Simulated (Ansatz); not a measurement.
hcp Tb, treated with r²SCAN (PAW; Ansatz, an electronic-structure program).

Run with plane-wave cutoff 600 eV, 18×18×10 k mesh (along the axes of the cell as run), Fermi–Dirac smearing 0.05 eV, spin-polarised with parallel moments, scalar-relativistic PAW data made under PBE.

Starting structure:

```
Tb
1.0
    3.60000     0.00000     0.00000
   -1.80000     3.11769     0.00000
    0.00000     0.00000     5.69000
Tb
2
Direct
  0.66667   0.33333   0.75000
  0.33333   0.66667   0.25000
```

Question: Into what structure does the relaxation of cell and atoms lead at this level, with the symmetry of the start kept?

Answer: The volume increases by 2.8 %; final space group P6_3/mmc.
```
Tb
1.0
    3.62162     0.00000     0.00000
   -1.81081     3.13642     0.00000
    0.00000     0.00000     5.77778
Tb
2
Direct
  0.66667   0.33333   0.75000
  0.33333   0.66667   0.25000
```

Note: the 4f shell is treated without U or exact exchange, so its levels and filling can be wrong; the collinear magnetic order is the start's and need not be the measured one.
